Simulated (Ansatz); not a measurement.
**Point defect C on the N site + 1 H in wurtzite GaN**

Level of theory: PBE, PAW (plane waves to 420 eV; Ansatz, a program for electronic structure). A 3×2×2 supercell of 96 sites was used; the energies come from a 2×2×2 shifted sampling of its zone. Sites at the start: the N site; H antibonding at the dopant. Energies of charged states are corrected for periodic images (point charge plus alignment at distant sites). Dielectric constants: PBE linear response of the host. Host gap at this level: 1.71 eV. Finite-size and sampling errors can reach tenths of an eV here. PBE underestimates the host's gap, which shifts levels and can delocalise carriers. Spin–orbit coupling is left out. Each state is the lowest found from its start.

| charge | moment (μB) | largest move off a lattice site (Å) | image correction with alignment (eV) |
|---|---|---|---|
| +1* | fractional | 0.14 | – |
| 0 | not spin-polarised | 0.12 | 0.00 |

* At this level the carrier isn't localised at the defect: at charge +1 holes occupy the valence band. Such a state is shallow or no state of the defect, and this cell gives it no level.

No other site or start that was run ended lower by more than 0.1 eV.

Flagged in the runs: a host whose relaxation on this sampling wasn't shown to rest.
